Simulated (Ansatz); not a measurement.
**A computed series for C: point defects**

Take a 24-atom supercell of C in the diamond structure (space group Fd-3m, No. 227; a = 3.5538 Å) at its relaxed geometry as the base.

One neutral defect a cell, atoms relaxed at fixed cell.

Computed with PBEsol in Ansatz (plane waves to 420 eV, PAW, no spin-orbit coupling).

```json
[
 {"case": "perfect supercell", "pressure": "0.0 GPa", "gap of the supercell": "4.11 eV", "largest displacement of a host atom from its site in the perfect cell": "–"},
 {"case": "O on a C site", "pressure": "11.8 GPa", "gap of the supercell": "?", "largest displacement of a host atom from its site in the perfect cell": "0.56 Å"},
 {"case": "C interstitial (started 1.54 Å from the nearest host atom)", "pressure": "35.4 GPa", "gap of the supercell": "zero", "largest displacement of a host atom from its site in the perfect cell": "0.64 Å"},
 {"case": "Li interstitial (started 1.45 Å from the nearest host atom)", "pressure": "20.9 GPa", "gap of the supercell": "zero", "largest displacement of a host atom from its site in the perfect cell": "0.10 Å"},
 {"case": "C interstitial (started 1.45 Å from the nearest host atom)", "pressure": "?", "gap of the supercell": "1.66 eV", "largest displacement of a host atom from its site in the perfect cell": "0.39 Å"}
]
```

### Question
What belongs in the blanks?

### Answer

- O on a C site, gap of the supercell: 3.86 eV
- C interstitial (started 1.45 Å from the nearest host atom), pressure: 31.7 GPa

The magnetic state is the one reached from the starting moments; the real material's order can differ, and small cells can't hold many antiferromagnetic ones. The cell is small, so the values are those of an ordered compound at a high defect concentration; dilute-limit values will differ. The mesh was chosen for an insulator and is coarse for the gapless case. Starting moments died away, wholly or in part, for O on a C site, C interstitial (started 1.54 Å from the nearest host atom), Li interstitial (started 1.45 Å from the nearest host atom) and C interstitial (started 1.45 Å from the nearest host atom); another magnetic solution may exist.

Ansatz is a quantum-chemistry and plane-wave program.
